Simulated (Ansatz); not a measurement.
For fcc Yb, BLYP in Ansatz (PAW) gives:

```
Property               Result
-------------------  --------
lattice parameter a   5.303 Å
bulk modulus         16.9 GPa
```

What does r²SCAN in Ansatz (PAW) give for the same quantities?


- lattice constant a: 5.201 Å (drops by 1.9 %)
- bulk modulus: 20.3 GPa (goes up by 20 %)

For comparison: lattice constant a 5.485 Å (measured, 293 K, not corrected to a static lattice; as tabulated in Wikipedia's data pages); bulk modulus 16.3 GPa (measured, temperature not stated, no zero-point or thermal correction; as tabulated in doi:10.1007/BF02743909 (ytterbium under pressure), abstract).

Changes are worked out from the printed values.

Unless a cell is named, each level is at its own relaxed cell (BLYP 37.28, r²SCAN 35.18 Å³/atom).

Ansatz's density-functional and Hartree–Fock values are scalar-relativistic unless marked +SOC, with PAW data made under PBE.

Ansatz is a quantum-chemistry and plane-wave program.
